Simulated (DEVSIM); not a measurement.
Device: Si n-i-p diode, at 300 K.

```tsv
layer (left to right)	material	thickness (μm)	Nd (cm⁻³)	Na (cm⁻³)	τn (s)	τp (s)
1	Si	0.180	1.4e18	-	8.9e-7	8.9e-7
2	Si	1.40	-	1.6e12	8.9e-7	8.9e-7
3	Si	0.910	-	5.8e17	8.9e-7	8.9e-7
```

Left contact: ohmic. Right contact: ohmic. Voltage is applied to the left contact. Recombination: SRH at mid-gap, radiative, Auger. Mobility is constant in doping.

Constants are typed, rounded textbook-type inputs, not results; the design itself was drawn at random and stands for no fabricated device. Values at 300 K.

```
parameter           Si
-------------  -------
gap (eV)         1.124
affinity (eV)     4.05
permittivity      11.7
Nc (cm⁻³)      2.86e19
Nv (cm⁻³)       3.1e19
μn (cm²/Vs)       1417
μp (cm²/Vs)        470
B (cm³/s)      4.7e-15
Cn (cm⁶/s)     2.8e-31
Cp (cm⁶/s)     9.9e-32
```

Model (solved in DEVSIM): 1D drift-diffusion, Boltzmann statistics, complete ionisation; no tunnelling, impact ionisation, image-force lowering or self-heating.

### Question
Give the dark forward current.

### Answer

```
V (V)  J (A/cm²)
-----  ---------
-0.05    -3.1e-8
-0.10    -1.2e-7
-0.15    -3.7e-7
-0.20    -1.1e-6
-0.25    -3.7e-6
-0.30    -1.3e-5
-0.35    -5.0e-5
-0.40   -0.00023
-0.45    -0.0012
-0.50    -0.0069
-0.55     -0.042
-0.60      -0.28
-0.65       -1.8
-0.70        -12
-0.75        -81
-0.80       -490
-0.85      -2600
```
